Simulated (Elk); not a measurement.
Input and output of a self-consistent single point for Br (Cmce, 4 atoms in the cell) (Elk)

Level of theory: PBE, all-electron FP-LAPW, Elk's shipped species files, APW+lo basis with extra local orbitals (Elk).

The input file:

```
tasks
  0

xctype
  20

tforce
  .true.

rgkmax
  7.5

gmaxvr
  18.0

lmaxapw
  10

lmaxo
  8

nxlo
  2

lorbcnd
  .true.

lradstp
  2

nrmtscf
  2.0

rmtscf
  0.85

lmaxi
  4

swidth
  0.000367493

maxscl
  100

scale
  7.592621492

avec
    0.5575689269   -0.8301306474    0.0000000000
    0.5575689269    0.8301306474    0.0000000000
    0.0000000000    0.0000000000    2.1705361799

sppath
  './'

atoms
  1
  'Br.in'
  4
  0.8610000000  0.8610000000  0.8890000000    0.0 0.0 0.0
  0.6390000000  0.6390000000  0.3890000000    0.0 0.0 0.0
  0.3610000000  0.3610000000  0.6110000000    0.0 0.0 0.0
  0.1390000000  0.1390000000  0.1110000000    0.0 0.0 0.0

ngridk
  5 5 2
```

Output (repeated stretches shortened):

```
│ Elk code version 10.2.4 │

All units are atomic (Hartree, Bohr, etc.)

│ Ground-state run starting from atomic densities │

Lattice vectors :
   4.233409818      -6.302867795       0.000000000
   4.233409818       6.302867795       0.000000000
   0.000000000       0.000000000       16.48005965

Unit cell volume      :    879.4624175
Brillouin zone volume :   0.2820475423

Muffin-tin inner radius fraction :   0.1000000000E-01

Nuclei treated as point charges

Species :    1 (Br)
 parameters loaded from : Br.in
 name : bromine
 nuclear charge    :   -35.00000000
 electronic charge :    35.00000000
 atomic mass :    145656.0815
 muffin-tin radius :    2.040000000
 number of radial points in muffin-tin :    999
 atomic positions (lattice), magnetic fields (Cartesian) :
   1 :   0.36100000  0.36100000  0.38900000    0.00000000  0.00000000  0.00000000
   2 :   0.13900000  0.13900000 -0.11100000    0.00000000  0.00000000  0.00000000
   3 :  -0.13900000 -0.13900000  0.11100000    0.00000000  0.00000000  0.00000000
   4 :  -0.36100000 -0.36100000 -0.38900000    0.00000000  0.00000000  0.00000000

Total number of atoms per unit cell :    4

Spin treatment :
 spin-unpolarised

Number of Bravais lattice symmetries :    8
Number of crystal symmetries         :    8
Crystal has inversion symmetry
Real symmetric eigensolver will be used

k-point grid :      5     5     2
k-point offset :    0.000000000       0.000000000       0.000000000
k-point set is reduced with full crystal symmetry group
Total number of k-points :       18

Muffin-tin radius times maximum |G+k| :    7.500000000
 using average radius
Maximum |G+k| for APW functions       :    3.676470588
Maximum (1/2)|G+k|²                   :    6.758217993
Maximum |G| for potential and density :    18.00000000
 potential will be trimmed for |G| > 2 gkmax
Constant for pseudocharge density :    9
Radial integration step length :    2

G-vector grid sizes :     45    45    96
Number of G-vectors :    86619

Maximum angular momentum used for
 APW functions                      :   10
 outer part of muffin-tin           :    8
 inner part of muffin-tin           :    4

Total nuclear charge    :   -140.0000000
Total core charge       :    72.00000000
Total valence charge    :    68.00000000
Total excess charge     :    0.000000000
Total electronic charge :    140.0000000

Effective Wigner radius, rₛ :    1.144634628

Number of empty states         :   16
Total number of valence states :   50
Total number of core states    :   72

Conduction state local-orbitals added automatically
Total number of local-orbitals :  448

Exchange-correlation functional :     20     0     0
 Perdew-Burke-Ernzerhof, Phys. Rev. Lett. 77, 3865 (1996)
 gradient requirement :    1
 generalised gradient approximation (GGA)

Smearing type :    3
 Fermi-Dirac
Smearing width :   0.3674930000E-03
Effective electronic temperature (K) :    116.0451112

Mixing type :    3
 Broyden mixing, J. Phys. A: Math. Gen. 17, L317 (1984)

Kohn-Sham potential initialised from atomic data
│ Self-consistent loop started │
│ Loop number : 1 │
 total energy                :     -10435.2368970
│ Loop number : 2 │
 total energy                :     -10435.2133849
RMS change in Kohn-Sham potential (target) :   0.1030143495     (  0.1000000000E-05)
Absolute change in total energy (target)   :   0.2351212388E-01 (  0.1000000000E-03)
│ Loop number : 3 │
 total energy                :     -10433.8480385
RMS change in Kohn-Sham potential (target) :   0.8458246606E-01 (  0.1000000000E-05)
Absolute change in total energy (target)   :    1.371224402     (  0.1000000000E-03)
│ Loop number : 4 │
 total energy                :     -10430.2803811
RMS change in Kohn-Sham potential (target) :   0.4097687253E-01 (  0.1000000000E-05)
Absolute change in total energy (target)   :    3.910463489     (  0.1000000000E-03)
│ Loop number : 5 │
 total energy                :     -10427.9460845
RMS change in Kohn-Sham potential (target) :   0.1363842405E-01 (  0.1000000000E-05)
Absolute change in total energy (target)   :    3.311912482     (  0.1000000000E-03)
   [... lines left out ...]
Absolute change in total energy (target)   :   0.1703323413E-01 (  0.1000000000E-03)
│ Loop number : 11 │
 total energy                :     -10426.6671909
RMS change in Kohn-Sham potential (target) :   0.1032845532E-05 (  0.1000000000E-05)
Absolute change in total energy (target)   :   0.3847305123E-02 (  0.1000000000E-03)
│ Loop number : 12 │
 total energy                :     -10426.6671186
RMS change in Kohn-Sham potential (target) :   0.3221121601E-06 (  0.1000000000E-05)
Absolute change in total energy (target)   :   0.1034155739E-02 (  0.1000000000E-03)
│ Loop number : 13 │
 total energy                :     -10426.6670849
RMS change in Kohn-Sham potential (target) :   0.6726225064E-07 (  0.1000000000E-05)
Absolute change in total energy (target)   :   0.2922940785E-03 (  0.1000000000E-03)
│ Loop number : 14 │
 total energy                :     -10426.6670833
RMS change in Kohn-Sham potential (target) :   0.2514564486E-07 (  0.1000000000E-05)
Absolute change in total energy (target)   :   0.7465509043E-04 (  0.1000000000E-03)
Convergence targets achieved

│ Loop number : 15 │

Energies :
 Fermi                       :     0.611999410093E-01
 sum of eigenvalues          :     -6064.69846944
 electron kinetic            :      10690.6744678
 core electron kinetic       :      9742.99663713
 Coulomb                     :     -20748.1819925
 Coulomb potential           :     -16274.9437303
 nuclear-nuclear             :     -1014.05388258
 electron-nuclear            :     -23193.3124896
 Hartree                     :      3459.18437962
 Madelung                    :     -12610.7101274
 xc potential                :     -480.429206921
 exchange                    :     -362.310351923
 correlation                 :     -6.84920832037
 electron entropic           :    -0.826917898252E-12
 total energy                :     -10426.6670850

Density of states at Fermi energy :   0.2698195215E-06
 (states/Hartree/unit cell)

Estimated indirect band gap :   0.6605140698E-01
 from k-point      1 to k-point      1
Estimated direct band gap   :   0.6605140698E-01
 at k-point      1

Charges :
 core                        :    72.00000000
 valence                     :    68.00000000
 interstitial                :    10.88586617
 muffin-tins (core leakage)
  species :    1 (Br)
   atom    1                 :    32.27853346     (  0.2870021814E-03)
   atom    2                 :    32.27853346     (  0.2870021814E-03)
   atom    3                 :    32.27853346     (  0.2870021814E-03)
   atom    4                 :    32.27853346     (  0.2870021814E-03)
 total in muffin-tins        :    129.1141338
 total calculated charge     :    139.9987232
 total charge                :    140.0000000
 error                       :   0.1276825971E-02

│ Self-consistent loop stopped │

Forces :
 species :    1 (Br)
  atom :    1
   Hellmann-Feynman          :    -0.41070037    0.00000000   -0.49009239
   IBS                       :     0.40622113    0.00000000    0.47908893
   total force               :    -0.00447924    0.00000000   -0.01100346
   total magnitude           :     0.01188023
  atom :    2
   Hellmann-Feynman          :     0.41070037    0.00000000   -0.49009239
   IBS                       :    -0.40622113    0.00000000    0.47908893
   total force               :     0.00447924    0.00000000   -0.01100346
   total magnitude           :     0.01188023
  atom :    3
   Hellmann-Feynman          :    -0.41070037   -0.00000000    0.49009239
   IBS                       :     0.40622113    0.00000000   -0.47908893
   total force               :    -0.00447924   -0.00000000    0.01100346
   total magnitude           :     0.01188023
  atom :    4
   Hellmann-Feynman          :     0.41070037   -0.00000000    0.49009239
   IBS                       :    -0.40622113    0.00000000   -0.47908893
   total force               :     0.00447924    0.00000000    0.01100346
   total magnitude           :     0.01188023
```

The run converged in 15 iterations. The count includes the last loop, which Elk runs after its targets are met.

The starting cell has typed, rounded lattice constants, without a prior relaxation at this level. Its lattice was rescaled by a random factor within 2.5 % of one. Values depend on the basis (sphere radii, cutoffs, local orbitals), which need not be converged.

Cost on one core of a shared machine: roughly 5 min.
